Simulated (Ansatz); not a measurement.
Start from SiSe2 (space group Ibam, No. 72; a = 6.2991 Å, b = 9.3068 Å, c = 5.8559 Å; made of chains).

Perturbation: Ti takes the place of Si on all its sites; the structure is relaxed again.

Levels (all Ansatz, a first-principles code, PAW, earlier PAW set): PBEsol (420 eV, without spin-orbit coupling); HSE06 (420 eV, scalar-relativistic without spin-orbit coupling); PBEsol+SOC (420 eV, spin-orbit coupling included).

One geometry, relaxed with PBEsol, under each level:

```json
[
 {"level": "PBEsol", "band gap": "0.64 eV", "lowest conduction level above the VBM at special points": "X 0.64 eV; Σ₀ 0.76 eV; F₀ 0.76 eV; Γ 0.83 eV", "electron mass": "1.8 mₑ along a, 0.79 mₑ along b, 1.4 mₑ along c (at X)", "pressure": "0.00 GPa"},
 {"level": "HSE06", "band gap": "1.47 eV", "lowest conduction level above the VBM at special points": "X 1.47 eV; Σ₀ 1.60 eV; F₀ 1.60 eV; Γ 1.60 eV", "electron mass": "–", "pressure": "–"},
 {"level": "PBEsol+SOC", "band gap": "0.64 eV", "lowest conduction level above the VBM at special points": "X 0.64 eV; Σ₀ 0.76 eV; F₀ 0.76 eV; Λ₀ 0.76 eV", "electron mass": "1.8 mₑ along a, 0.79 mₑ along b, 1.5 mₑ along c (at X)", "pressure": "0.01 GPa"}
]
```

Single points use the geometry relaxed with PBEsol. HSE06 gaps are upper bounds (no full band path). Differences between runs with and without spin-orbit coupling are approximate. Effective masses come from finite differences of ±0.01 Å⁻¹. Stability against distortions was not tested. As relaxed here, TiSe2 is a hypothetical phase, not in the database extracts checked. The runs without spin-orbit coupling are not spin-polarised. No dispersion term is included in the PBEsol runs.
